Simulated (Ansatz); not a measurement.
Consider WS2 (space group P6_3/mmc, No. 194; a = 3.115 Å, c = 11.772 Å; layered, stacked along the Cartesian z axis).

Structures relaxed with Kohn–Sham DFT with the PBEsol-D3(BJ) functional, run in Ansatz (a first-principles code) with PAW and 420 eV plane waves, no SOC.

Base:

Simulated powder pattern, Cu Kα1, λ = 1.54056 Å (kinematic, ideal powder, no thermal factors, no anomalous dispersion; the 10 strongest lines at most, above 2 %, up to 2θ = 90°):

```csv
2θ (°),I/Imax (%),hkl
15.04,100,(002)
33.18,23,(100)
34.07,41,(101)
36.61,18,(102)
40.55,73,(103)
51.48,31,(105)
59.29,18,(110)
61.54,17,(112)
74.30,12,(203)
78.32,11,(116)
```

Modification: the cell is scaled by 1.0240 in all directions; the atoms relax in the strained cell.

### Question
Where do the lines fall after the change?

### Answer

Simulated powder pattern, Cu Kα1, λ = 1.54056 Å (kinematic, ideal powder, no thermal factors, no anomalous dispersion; the 10 strongest lines at most, above 2 %, up to 2θ = 90°):

```
2θ (°)  I/Imax (%)    hkl
------  ----------  -----
14.68          100  (002)
32.39           23  (100)
33.25           38  (101)
35.73           18  (102)
39.56           68  (103)
50.18           32  (105)
57.76           17  (110)
59.95           17  (112)
72.28           12  (203)
89.38           11  (118)
```

The indices refer to the base's conventional cell; one index is shown for lines that coincide.

Whether these cells are dynamically stable was not tested.
